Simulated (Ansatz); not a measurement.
**MgTe: response to strain**

Take MgTe in the wurtzite structure (space group P6_3mc, No. 186; a = 4.561 Å, c = 7.412 Å) as the base. Axes: x lies along a and z along c of the hexagonal cell.

Strains are applied to the cell and any free atomic positions relax; under biaxial strain the out-of-plane vector relaxes too.

Level of theory: PBEsol/PAW in Ansatz (a first-principles code), without spin-orbit coupling.

```csv
"biaxial strain, plane normal [001], relaxed out of plane (%)",out-of-plane strain (%)
-3,2.73
-2.4,2.19
-1.8,1.64
-1.2,?
-0.6,0.54
0,0.00
```

Question: Fit ε⊥ = −νε + γε² (strains in %) to the rows shown and predict the withheld row.

Answer: Least squares on the printed values gives ν = 0.91 (the biaxial Poisson response) and γ = 0.000 (largest residual 0.01 %); this predicts 1.09 %, and the run gives 1.08 %, in agreement.

Whether these cells are dynamically stable was not tested.
